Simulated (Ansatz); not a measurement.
Take Nb in the bcc (W type) structure (space group Im-3m, No. 229; a = 3.303 Å) as the base.

Method: r2SCAN/PAW in Ansatz (a quantum-chemistry and plane-wave program), without spin-orbit coupling, earlier PAW set.

For the base:

- Lattice parameter a: 3.303 Å

The change: cell and atoms relaxed at a pressure of 15 GPa.

Question: What does the calculation give for the lattice parameter a after the change?

Answer: The lattice parameter a decreases by 0.082 Å to 3.221 Å.

Load acts through the strain it causes; cell and atoms are relaxed under it. Whether these cells are dynamically stable was not tested. Competing high-pressure phases were not computed. All final runs are without spin polarisation.
